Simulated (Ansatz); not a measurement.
Start from BeTe in the zinc blende structure (space group F-43m, No. 216; a = 5.6569 Å). Axes: x, y, z lie along the cube axes.

Calculations: r2SCAN in Ansatz (plane waves to 500 eV, PAW, without spin-orbit coupling).

Modification: uniaxial strain ε_yy = −2.26 %, all other strain components held at zero, atoms relaxed at fixed cell.

Task: Predict the stress tensor and what it implies for the stiffness.

Result: Stress of the strained cell less that of the base (GPa, compression positive):
```
   0.95    0.00    0.00
   0.00    2.35    0.00
   0.00    0.00    0.95
```

Then −Δσ_ii/ε with ε = -0.0226 gives secant stiffness values (nonlinear terms included at this strain): C22 ≈ 104 GPa, C12 ≈ 42 GPa and C23 ≈ 42 GPa.

No phonon test of stability was made.

Ansatz is a quantum-chemistry and plane-wave program.
